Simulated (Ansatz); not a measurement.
Consider InSb in the zinc blende structure (space group F-43m, No. 216).

```
InSb
1.0
    0.00000     3.27807     3.27807
    3.27807     0.00000     3.27807
    3.27807     3.27807     0.00000
In Sb
1 1
Direct
  0.00000   0.00000   0.00000
  0.25000   0.25000   0.25000
```

All numbers come from r2SCAN/PAW in Ansatz (a program for electronic structure), no spin-orbit coupling.

Strains are applied to the cell and any free atomic positions relax.

One change was made to it. Results:

```tsv
quantity	base	after
pressure	0.0 GPa	-1.7 GPa
energy relative to the base (free energy F)	0 meV/atom	+9.1 meV/atom
band gap	zero	zero
```

Q: Name the change that was made.
A) isotropic strain +0.50 %
B) isotropic strain +2.50 %
C) isotropic strain +3.00 %
D) isotropic strain +2.00 %
E) isotropic strain +1.50 %

A: E, isotropic strain +1.50 %. For comparison, the energy relative to the base in the other runs: isotropic strain +2.00 % gives +16 meV/atom; isotropic strain +0.50 % gives +1.0 meV/atom; isotropic strain +2.50 % gives +24 meV/atom; isotropic strain +3.00 % gives +35 meV/atom.

Spin-orbit coupling, missing from the scalar runs, can matter with Sb. No phonon test of stability was made. All final runs are without spin polarisation. Gaps under 0.05 eV, about the width of the smearing, are given as zero. The zero or small gap of InSb can change with the level of theory.
